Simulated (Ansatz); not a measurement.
We consider CaO (model structure, F-43m, No. 216, 2 atoms in the cell), described by HSE06 (Ansatz, a first-principles code, plane waves, PAW).

Run with plane-wave cutoff 460 eV, 8×8×8 k mesh, Fermi–Dirac smearing 0.01 eV, scalar-relativistic PAW data made under PBE.

Cell (relaxed with PBEsol):

```
CaO
1.0
    0.00000     2.58989     2.58989
    2.58989     0.00000     2.58989
    2.58989     2.58989     0.00000
Ca O
1 1
Direct
  0.00000   0.00000   0.00000
  0.25000   0.25000   0.25000
```

### Question
Give the computed band gap and smallest direct gap on the k points sampled.

### Answer

band gap: 4.80 eV (on the SCF k mesh) (indirect)
smallest direct gap on the k points sampled: 5.46 eV

Note: the relaxation could raise the start's symmetry but not lower it, so the cell can be a saddle point; cell and atoms aren't relaxed at this level (pressure 1.7 GPa).

Computed values are for the static lattice.

It cost around 100 core-seconds (rough) of CPU time.

A model structure was made by putting elements into a prototype or built by hand; it is no filed structure, need not be a known phase, and can be a saddle point held by its symmetry.
